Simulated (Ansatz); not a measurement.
Fluorite CoSi₂, treated with revPBE in Ansatz (plane waves, PAW).

Numerical settings: plane-wave cutoff 520 eV, 18×18×18 k mesh, Fermi–Dirac smearing 0.05 eV, no spin polarisation, scalar-relativistic PAW data made under PBE.

Computed points:

| V (Å³/atom) | E − E_lowest (meV/atom) | P (GPa) |
|---|---|---|
| 12.211 | 28.34 | 12.34 |
| 12.471 | 12.11 | 7.76 |
| 12.731 | 2.91 | 3.66 |
| 12.990 | 0.00 | 0.00 |
| 13.250 | 2.71 | -3.28 |
| 13.510 | 10.45 | -6.21 |
| 13.770 | 22.68 | -8.82 |

Estimate the bulk modulus from the pressures at 12.731 and 13.250 Å³/atom, and compare it with a fit to all energies.

B = −V dP/dV. Between V = 12.731 and 13.250 Å³/atom, dP/dV = (-3.28 − (3.66))/(13.250 − 12.731) = -13.4 GPa per Å³/atom; at the midpoint 12.991 Å³/atom this gives B ≈ 174 GPa. The third-order Birch–Murnaghan fit gives V0 = 12.990 Å³/atom, B0 = 173 GPa, B′ = 4.6, which lies within 1 % of that estimate.

Measured, for comparison: equilibrium volume per atom 12.87 Å³/atom (room temperature, not corrected to a static lattice; as tabulated in Hegde and Bowen (2014), arXiv:1405.1317). Computed (rounded) less measured: equilibrium volume per atom +0.9 %.

The computed numbers hold no vibrational or temperature effects.

Ansatz is an electronic-structure program.
